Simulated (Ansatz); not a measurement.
**WCo3 (P6₃/mmc, No. 194, 8 atoms in the cell; start mp-2157)**

Level of theory: r²SCAN (plane waves, PAW; Ansatz, a program for electronic structure).

Run with plane-wave cutoff 560 eV, 12×12×14 k mesh (along the axes of the cell as run), Fermi–Dirac smearing 0.05 eV, spin-polarised start, scalar-relativistic PAW data made under PBE.

Cell (relaxed at this level):

```cif
data_Co6W2
_chemical_formula_sum 'Co6 W2'
_space_group_name_H-M_alt 'P 1'
_space_group_IT_number 1
_cell_length_a 5.05257
_cell_length_b 5.05257
_cell_length_c 4.10830
_cell_angle_alpha 90.000
_cell_angle_beta 90.000
_cell_angle_gamma 120.000
loop_
_space_group_symop_operation_xyz
  'x, y, z'
loop_
_atom_site_label
_atom_site_type_symbol
_atom_site_fract_x
_atom_site_fract_y
_atom_site_fract_z
_atom_site_occupancy
Co1 Co 0.83716 0.67432 0.25000 1
Co2 Co 0.16284 0.32568 0.75000 1
Co3 Co 0.16284 0.83716 0.75000 1
Co4 Co 0.83716 0.16284 0.25000 1
Co5 Co 0.32568 0.16284 0.25000 1
Co6 Co 0.67432 0.83716 0.75000 1
W1 W 0.33333 0.66667 0.25000 1
W2 W 0.66667 0.33333 0.75000 1
```

```json
{
  "band_gap": "zero (no gap)",
  "bulk_modulus": "264 GPa"
}
```

Note: the magnetic order was assumed, not searched for or taken from measurement; the relaxation could not lower the start's symmetry, so the cell can be a saddle point above a distorted one; the bulk modulus is −V dP/dV from two relaxed cells at ±2 % in volume.

Spin–orbit coupling is not included.

Static lattice: no zero-point or thermal effects.

Cost on a shared machine: about 16 core-minutes (a rough figure).

A start named mp-… is a Materials Project structure, which need not be a measured phase.
